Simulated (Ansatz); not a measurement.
MgS: response to strain

Start from MgS in the rock salt structure (space group Fm-3m, No. 225).

```yaml
crystal:
  lattice:
    - [0.00000, 2.61484, 2.61484]
    - [2.61484, 0.00000, 2.61484]
    - [2.61484, 2.61484, 0.00000]
  atoms:
    - { symbol: Mg, position: [0.00000, 0.00000, 0.00000] }
    - { symbol: S, position: [0.50000, 0.50000, 0.50000] }
```

Strains are applied to the cell and any free atomic positions relax.

Computed with PBE/PAW in Ansatz (a program for electronic structure), no spin-orbit coupling.

Notes on the quantities. hole mass: degenerate bands, along [100].

| change | band gap | hole mass | pressure | electron mass |
|---|---|---|---|---|
| base | 2.76 eV | 0.25, 0.97, 0.97 mₑ (at Γ) | 0.0 kbar | 0.52 mₑ along k, 0.29 mₑ across (at X) |
| isotropic strain −3.00 % | (withheld) | (withheld) | (withheld) | 0.54 mₑ along k, 0.29 mₑ across (at X) |
| isotropic strain −2.50 % | 2.92 eV | 0.26, 0.89, 0.89 mₑ (at Γ) | 65.6 kbar | 0.54 mₑ along k, 0.29 mₑ across (at X) |
| isotropic strain −2.00 % | 2.89 eV | 0.26, 0.91, 0.91 mₑ (at Γ) | 50.8 kbar | 0.53 mₑ along k, 0.29 mₑ across (at X) |
| isotropic strain −1.50 % | 2.85 eV | 0.26, 0.92, 0.92 mₑ (at Γ) | 36.8 kbar | 0.52 mₑ along k, 0.29 mₑ across (at X) |
| isotropic strain −1.00 % | 2.82 eV | 0.25, 0.94, 0.94 mₑ (at Γ) | 23.8 kbar | 0.53 mₑ along k, 0.29 mₑ across (at X) |
| isotropic strain −0.50 % | 2.79 eV | 0.25, 0.95, 0.95 mₑ (at Γ) | 11.5 kbar | 0.53 mₑ along k, 0.29 mₑ across (at X) |
| isotropic strain +2.00 % | 2.63 eV | 0.24, 1.0, 1.0 mₑ (at Γ) | -38.9 kbar | 0.52 mₑ along k, 0.29 mₑ across (at X) |
| isotropic strain +2.50 % | 2.59 eV | 0.23, 1.0, 1.0 mₑ (at Γ) | -47.1 kbar | 0.51 mₑ along k, 0.29 mₑ across (at X) |
| isotropic strain +3.00 % | 2.56 eV | 0.23, 1.1, 1.1 mₑ (at Γ) | -54.7 kbar | 0.50 mₑ along k, 0.29 mₑ across (at X) |

**Question.** What belongs in the blanks?

**Answer.** 
- isotropic strain −3.00 %, band gap: 2.95 eV
- isotropic strain −3.00 %, hole mass: 0.27, 0.88, 0.88 mₑ (at Γ)
- isotropic strain −3.00 %, pressure: 81.5 kbar

Effective masses come from finite differences of ±0.01 Å⁻¹. Along k means along the line from Γ to the band edge. Whether these cells are dynamically stable was not tested.
